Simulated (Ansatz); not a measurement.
Results of r²SCAN-D4 (Ansatz, an electronic-structure program, plane waves, PAW) for CrBr2 (C2/m, No. 12; cell taken from a computed entry).

Settings: plane-wave cutoff 500 eV, 12×12×6 k mesh (along the axes of the cell as run), gaussian smearing 0.02 eV, spin-polarised start, scalar-relativistic PAW data made under PBE.

Computed at the level's own relaxed cell.

Q: Estimate the equilibrium volume per atom and band gap that the calculation returns.

A: 
- equilibrium volume per atom = 27.12 Å³/atom
- band gap = 0.83 eV (on the SCF k mesh)

Note: the magnetic order was assumed, not searched for or taken from measurement; the relaxation could not lower the start's symmetry, so the cell can be a saddle point above a distorted one.

Spin–orbit coupling is not included.

The computed numbers hold no vibrational or temperature effects.
